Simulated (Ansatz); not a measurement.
Start from HfO$_{2}$ (space group P4_2/nmc, No. 137; a = 3.577 Å, c = 5.204 Å).

Structures relaxed with r2SCAN, PAW, 500 eV (Ansatz, a program for electronic structure; scalar-relativistic without spin-orbit coupling), earlier PAW set.

Base:

Simulated powder pattern, Cu Kα1, λ = 1.54056 Å (kinematic, ideal powder, no thermal factors, no anomalous dispersion; the 8 strongest lines at most, above 2 %, up to 2θ = 90°):

```json
[
 {"2θ (°)": "30.30", "I/Imax (%)": "100", "hkl": "(101)"},
 {"2θ (°)": "34.44", "I/Imax (%)": "13", "hkl": "(002)"},
 {"2θ (°)": "35.46", "I/Imax (%)": "22", "hkl": "(110)"},
 {"2θ (°)": "50.27", "I/Imax (%)": "32", "hkl": "(112)"},
 {"2θ (°)": "51.02", "I/Imax (%)": "16", "hkl": "(200)"},
 {"2θ (°)": "59.15", "I/Imax (%)": "16", "hkl": "(103)"},
 {"2θ (°)": "60.50", "I/Imax (%)": "30", "hkl": "(211)"},
 {"2θ (°)": "81.85", "I/Imax (%)": "13", "hkl": "(213)"}
]
```

Modification: cell and atoms relaxed at a pressure of 7.5 GPa.

After the change:

Simulated powder pattern, Cu Kα1, λ = 1.54056 Å (kinematic, ideal powder, no thermal factors, no anomalous dispersion; the 8 strongest lines at most, above 2 %, up to 2θ = 90°):

| 2θ (°) | d (Å) | I/Imax (%) | hkl |
|---|---|---|---|
| 30.66 | 2.914 | 100 | (101) |
| 35.06 | 2.558 | 13 | (002) |
| 35.79 | 2.507 | 22 | (110) |
| 50.97 | 1.790 | 32 | (112) |
| 51.51 | 1.773 | 16 | (200) |
| 60.17 | 1.537 | 15 | (103) |
| 61.15 | 1.514 | 30 | (211) |
| 83.12 | 1.161 | 13 | (213) |

The indices refer to the base's conventional cell; one index is shown for lines that coincide.

Load acts through the strain it causes; cell and atoms are relaxed under it. No phonon test of stability was made. Competing high-pressure phases were not computed. This is not the structure that HfO2 has at room temperature and ambient pressure.
